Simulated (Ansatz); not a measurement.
The starting structures come from a database of crystals and need not be the phases stable at ambient conditions.

 Where the default PAW files enter, the runs use the earlier of Ansatz's two default sets.

The decay constant κ of evanescent states in the gap governs leakage through a thin film.

Consider the following.

```
C
1.0
    2.56819     0.00000     0.00000
   -1.28409     2.22412     0.00000
    1.28409     0.74137     2.05580
C
2
Cartesian
  0.00000   1.48274   1.02790
  1.28409   0.74137   0.51395
```

Space group of this cell: R-3m. The cell is strained (lengths across the current scaled by 1.02, ions clamped); by r2SCAN its mean pressure is -16.5 GPa.

Transport runs along the normal of the first two printed cell vectors, the (111) (indices of the unstrained crystal) plane of the conventional cell.

The gap is the functional's own. No spin-orbit coupling. Mid-gap values are interpolated on the energy grid.

Q: Estimate the band gap and the smallest decay constant κ at mid-gap that r2SCAN (Ansatz, a first-principles code) returns for this system.

A: Gap 4.25 eV on a 16×16×16 mesh; κ = 0.278 1/Å, at the zone centre.
